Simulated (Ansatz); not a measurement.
We consider NH4Br (P-43m, No. 215, 6 atoms in the cell; start COD 1008127), described by G0W0@PBEsol+SOC in Ansatz (plane waves, hard PAW, contour deformation, complete-basis limit, spin–orbit shift from PBEsol).

Numerical settings: largest k mesh 6×6×6 (not extrapolated in the mesh).

Cell (measured lattice):

```
BrH4N
1.0
    4.00000     0.00000     0.00000
    0.00000     4.00000     0.00000
    0.00000     0.00000     4.00000
N Br H
1 1 4
Cartesian
  0.00000   0.00000   0.00000
  2.00000   2.00000   2.00000
  0.59200   0.59200   0.59200
  0.59200   3.40800   3.40800
  3.40800   3.40800   0.59200
  3.40800   0.59200   3.40800
```

Problem. Give the computed band gap.

Solution. 
- band gap: 6.54 eV

Note: spin–orbit coupling enters as the shift of the gap found with a semilocal functional; the file's cell can be that of a phase stable at another temperature; cell and atoms aren't relaxed at this level.

Ansatz is a quantum-chemistry and plane-wave program.
